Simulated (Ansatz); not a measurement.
# CdSe: pressure series

Take CdSe in the wurtzite structure (space group P6_3mc, No. 186; a = 4.3829 Å, c = 7.1547 Å) as the base.

Cell and atoms are relaxed at each pressure.

Computed with Kohn–Sham DFT with the PBE functional, run in Ansatz (a first-principles code) with PAW and 420 eV plane waves, without spin-orbit coupling, earlier PAW set.

```csv
pressure (GPa),volume per atom (Å³/atom)
-2,31.313
-1,30.485
0,29.756
0.3,?
0.7,29.313
3,28.063
5,27.177
7.5,26.248
10,25.461
```

Task: Fit the third-order Birch–Murnaghan form P(V) = (3B₀/2)[(V₀/V)^(7/3) − (V₀/V)^(5/3)]·[1 + (3/4)(B₀′ − 4)((V₀/V)^(2/3) − 1)] (squares taken in P) to the rows shown and predict the withheld row.

Result: Least squares on the printed values gives V₀ = 29.764 Å³/atom, B₀ = 44.4 GPa, B₀′ = 4.7; this predicts 29.566 Å³/atom, and the run gives 29.563 Å³/atom, 0.003 lower.

Measured bulk modulus of CdSe: 53.4 GPa (temperature not stated; as listed in Michael Grünwald et al., The Journal of Chemical Physics (2012)); the computed value is for a static lattice, so the two differ by thermal effects too.

Load acts through the strain it causes; cell and atoms are relaxed under it. No phonon test of stability was made. Measured, CdSe leaves this structure (for rock salt) near 2.72 GPa (temperature not stated; as listed in Datta, Sujoy, Jana, Debnarayan, arXiv (2020)), on rising pressure, with hysteresis.
